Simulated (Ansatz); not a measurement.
A15 Nb₃Sn (cubic form, which distorts at low temperature) was calculated with RPBE (Ansatz, a quantum-chemistry and plane-wave program, PAW).

Numerical settings: plane-wave cutoff 520 eV, 10×10×10 k mesh, Fermi–Dirac smearing 0.05 eV, no spin polarisation, scalar-relativistic PAW data made under PBE.

A third-order Birch–Murnaghan fit to the energies gives V0 = 19.146 Å³/atom, B0 = 154 GPa, B′ = 4.2.

```tsv
V (Å³/atom)	P (GPa)
17.996	10.85
18.379	…
18.762	3.25
19.145	0.00
19.528	…
19.911	-5.56
20.294	-7.93
```

Q: Estimate the withheld pressures from this fit; the answers are the runs' own values.

A: 
- 18.379, P (GPa): 6.86
- 19.528, P (GPa): -2.92

The formula P = (3/2) B0 (x^(7/3) − x^(5/3)) [1 + (3/4)(B′ − 4)(x^(2/3) − 1)] with x = V0/V meets the computed pressures within 0.02 GPa when these rounded values are put in.

Measured, for comparison: bulk modulus 165 GPa (4 K, zero-point motion not removed; as tabulated in Lu and Klein (1997), arXiv:cond-mat/9704251); equilibrium volume per atom 18.49 Å³/atom (temperature not stated, not corrected to a static lattice; as tabulated in Priinits et al. (2024), arXiv:2406.00817). Computed (rounded) less measured: bulk modulus -7 %, equilibrium volume per atom +3.6 %.

Note: symmetry holds this phase in the static calculation, where it need not be a minimum.

Spin–orbit coupling is not included.

Cost on a shared machine: roughly 4 core-minutes.
